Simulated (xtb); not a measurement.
xtb 6.7.1, GFN2-xTB: CN(C)[SiH2]N(C)[SiH](F)F, 21 atoms. The geometry is a generated start, not checked to be a minimum at this level.

```json
{
  "run_flags": "--grad",
  "method": "GFN2-xTB",
  "--acc": "1 (default)",
  "--etemp (K)": "300 (default)",
  "basis_functions": "60",
  "valence_electrons": "56"
}
```

```xyz
21

Si     2.4374    -1.3181    -0.8211
F      3.2552    -0.6639    -2.0340
F      3.5939    -1.6179     0.2399
N      1.3182    -0.2300    -0.1281
C      1.6317     0.4476     1.1251
Si    -0.0272     0.3978    -1.0439
N     -1.3707     0.4136     0.0256
C     -1.6705    -0.6913     0.9062
C     -2.5246     1.2339    -0.2374
H      1.8969    -2.5795    -1.2533
H      2.2068    -0.2078     1.7761
H      0.7076     0.7245     1.6264
H      2.2144     1.3540     0.9477
H     -0.1297    -0.4791    -2.2183
H      0.1944     1.7947    -1.4244
H     -1.9757    -0.3159     1.8872
H     -2.4854    -1.3085     0.5127
H     -0.7870    -1.3129     1.0245
H     -2.2499     2.0495    -0.8995
H     -3.3287     0.6587    -0.7103
H     -2.9069     1.6505     0.6988
```

One run each on 1 thread. Values of broydamp tried: 0.02, 0.05, 0.1, 0.2, 0.4 (default), 0.6, 0.8, 1.

Task: Predict the course of the SCC iterations along this series.

Result: Fewest SCC iterations, within one of each other: 0.4 (default) with 13, 0.6 with 13, 0.8 with 13, 1 with 14. The count rises to 22 at 0.02. All converge to one solution.

| broydamp | SCC iterations | end |
|---|---|---|
| 0.02 | 22 | same solution |
| 0.05 | 20 | same solution |
| 0.1 | 17 | same solution |
| 0.2 | 15 | same solution |
| 0.4 (default) | 13 | same solution |
| 0.6 | 13 | same solution |
| 0.8 | 13 | same solution |
| 1 | 14 | same solution |
